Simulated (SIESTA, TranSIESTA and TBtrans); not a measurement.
Run with TranSIESTA and TBtrans (open boundaries, self-consistent; PseudoDojo norm-conserving potentials, scalar-relativistic): Spin polarized, PAO.BasisSize DZP, PAO.EnergyShift 0.15 eV, XC.Authors PBE, Mesh.Cutoff 200 Ry, ElectronicTemperature 300 K, TS.Voltage 0.0 eV, TBT.Elecs.Eta 0.001 eV.

System: Ta chain with one bond stretched by 2.0 Å. Leads: straight Ta chain, spacing 2.491 Å. Geometry: as built, not relaxed.

Task: Give the largest eigenchannel transmissions at the Fermi level (four at most) and the total.

Result: Up: 0.56, 0.0052, 0.0052, 0.0012 (total 0.57); down: 0.65, 0.0023, 0.0023 (total 0.65). The magnetic order of the leads was set by the start, and no other order was tried; the separate lead runs end at 1.12 (left) and 1.12 (right) μB an atom. The straight chain is held at its spacing; free chains may zigzag or dimerise. Spin-orbit coupling, left out here, matters for the heavy atoms.
